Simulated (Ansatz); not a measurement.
Take LiH in the zinc blende structure (space group F-43m, No. 216; a = 4.2575 Å; a hypothetical phase, not in the database extracts checked) as the base.

Calculations: plane-wave PAW DFT at the PBEsol level (Ansatz, a program for electronic structure, 420 eV), without spin-orbit coupling.

For the base:

The lattice parameter a is 8.045 bohr.

One thing is altered: every H is replaced by B, then cell and atoms are relaxed.

### Question
Predict the new lattice parameter a.

### Answer
The lattice parameter a rises by 1.394 bohr (8.045 bohr → 9.439 bohr).

Stability against distortions was not tested. As relaxed here, LiB is a hypothetical phase, not in the database extracts checked. The final runs are not spin-polarised.
